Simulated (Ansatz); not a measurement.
```xyz
5
Lattice="4.1575 0.0000 0.0000 0.0000 4.1575 0.0000 0.0000 0.0000 4.1575" Properties=species:S:1:pos:R:3 pbc="T T T"
Ba     2.0788     2.0788     2.0788
Hf     0.0000     0.0000     0.0000
O      0.0000     2.0788     0.0000
O      2.0788     0.0000     0.0000
O      0.0000     0.0000     2.0788
```

No spin polarisation.

0.719 electrons added to each cell, a density of 1.0×10^22 cm⁻³, with a uniform compensating background at fixed cell and a 300 K Fermi–Dirac width.

Calculations: PBEsol (Ansatz, a quantum-chemistry and plane-wave program), no spin-orbit coupling. Γ-centred 11×11×11 mesh, Fermi–Dirac width 0.0259 eV.

Q: Predict the Fermi level from band edge, gap character and gap between the host's bands.

A: The Fermi level relative to the doped band's edge (positive inside the band; to 0.05 eV) comes out as +0.90 eV and the gap character is direct at Γ. The gap between the host's bands is 3.84 eV.

Carriers are added with a uniform compensating background; total energy and stress of such cells depend on the potential's zero and are not compared; many-body gap narrowing is missing at this level. Spin-orbit coupling, missing from the scalar runs, can matter with Hf. Stability against distortions was not tested. The cell was made from BaHfO$_{3}$ in the cubic perovskite structure (space group Pm-3m, No. 221) by this change: electrons 1.0×10^22 cm⁻³.
